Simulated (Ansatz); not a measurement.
# A computed series for BaZrO3: response to strain

The reference is BaZrO₃ in the cubic perovskite structure (space group Pm-3m, No. 221; a = 4.181 Å). Axes: x, y, z lie along the cube axes.

Strains are applied to the cell and any free atomic positions relax; under biaxial strain the out-of-plane vector relaxes too.

Method: plane-wave PAW DFT at the PBEsol level (Ansatz, a first-principles code, 420 eV), no SOC.

Candidates:
(a) biaxial strain −0.50 %, plane normal [111], relaxed out of plane
(b) biaxial strain −2.50 %, plane normal [111], relaxed out of plane
(c) biaxial strain −1.00 %, plane normal [111], relaxed out of plane

Order them by out-of-plane strain, lowest first.

(a) biaxial strain −0.50 %, plane normal [111], relaxed out of plane (+0.39 %), (c) biaxial strain −1.00 %, plane normal [111], relaxed out of plane (+0.79 %), (b) biaxial strain −2.50 %, plane normal [111], relaxed out of plane (+2.05 %)

Stability against distortions was not tested.
